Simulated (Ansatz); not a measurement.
We consider L1₂ (Cu3Au-type) Pt3Ti, described by BLYP (Ansatz, a first-principles code, plane waves, PAW).

Run with plane-wave cutoff 520 eV, 14×14×14 k mesh, Fermi–Dirac smearing 0.05 eV, no spin polarisation, scalar-relativistic PAW data made under PBE.

Pressure at four volumes; x = ln(V/16.184 Å³). One pressure is withheld.

```
V (Å³/atom)        x  P (GPa)
-----------  -------  -------
15.213       -0.0619        ?
15.537       -0.0408     9.17
16.184        0.0000     0.11
17.155        0.0583    -9.90
```

Task: Pass a parabola P(x) through the three rows shown, estimate the bulk modulus and its pressure derivative near zero pressure, and predict the withheld pressure.

Result: Slopes between the rows: (0.11 − (9.17))/(0.0000 − (-0.0408)) = -222.06 and (-9.90 − (0.11))/(0.0583 − (0.0000)) = -171.70 GPa. Their difference over the span 0.0991 is c = 50.36/0.0991 = 508.2 GPa, so P(x) = 9.17 + (-222.06)(x − (-0.0408)) + 508.2 (x − (-0.0408))(x − (0.0000)). At the middle row B = −dP/dx = −[-222.06 + 508.2 × 0.0408] = 201.3 GPa, and B′ = dB/dP = 2c/B = 5.0. At x = -0.0619 the parabola gives 14.52 GPa; the run gives 14.60 GPa. The Birch–Murnaghan fit to the energies at all volumes has B0 = 199 GPa and B′ = 5.2.

Spin–orbit coupling is not included.
